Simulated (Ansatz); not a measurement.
# Be: energy against volume

Be (hcp, P6_3/mmc, 7.838 Å³/atom and stress up to 0.01 GPa in the relaxed cell, c along z) under hydrostatic pressure, with the cell free. PBEsol in Ansatz, a plane-wave DFT program (PAW, default set), 420 eV, 23×23×13 Γ-centred mesh, Fermi-Dirac smearing 0.05 eV; ions are relaxed, or left where forces stay under 0.02 eV/Å, within the symmetry of each cell.

Here V stands for volume and E for E less E0.

| volume (Å³/atom) | E less E0 (meV/atom) | pressure (GPa) |
|---|---|---|
| 7.9683 | 0.82 | -1.99 |
| 7.9016 | 0.20 | -0.99 |
| 7.8378 | 0.00 | 0.00 |
| 7.7814 | 0.16 | 0.90 |
| 7.7092 | 0.83 | 2.10 |
| 7.5734 | 3.62 | 4.49 |
| 7.3431 | 13.24 | 8.99 |
| 7.0762 | ? | ? |

Task: Using the third-order Birch-Murnaghan form, a cubic in V^(-2/3), estimate the missing E at V = 7.0762 from the other rows, showing the fit.

Result: With u = V^(-2/3) - 0.256, the rows have u = -0.005337, -0.003929, -0.002563, -0.001340, 0.000248, 0.003302, 0.008696. Least squares gives E = 0.693 + 540.67·u + 105006·u² - 145291·u³. Residuals (row less fit): 0.000, 0.001, 0.001, 0.003, -0.004, 0.002, 0.000; standard error 0.003 (degrees of freedom: 3). Its minimum lies at u = -0.002561, so V0 = (0.253439)^(-3/2) = 7.838. There d²E/du² = 212200 and d³E/du³ = -871700, so B0 = (4/9) × 7.838^(-7/3) × 212200 × 0.160218 = 124 GPa (the last factor turns the table's units into GPa), and B0' = 4 + (2/3) × 0.253439 × (-871700)/212200 = 3.3. B0' rests on the cubic coefficient alone and has a standard error of 0.1 from these residuals. At the withheld row, u = 0.015310, so E = 0.693 + 540.67 × 0.015310 + 105006 × 0.015310² - 145291 × 0.015310³ = 33.062 meV/atom. The calculation gives 33.09 meV/atom, 0.028 meV/atom above the prediction (0.1 % of the range of E in the table). The row lies outside the fitted rows, so this is an extrapolation. The scatter of the fitted rows lies at the last printed digit.

In a metal these values are sensitive to mesh and smearing; energies are taken to zero smearing, stresses follow the free energy. Other structures, which can take over under pressure, weren't tried. The same form fitted to the pressure column gives B0' = 3.3; series where the two differ by over 0.4 aren't shown. Rows are the converged runs of the series near zero and its far end, less any whose ions stayed unrelaxed beside relaxed ones; series whose fitted rows scatter by over a few per cent of the range, as at a crossing or softening among them, aren't shown in this form.
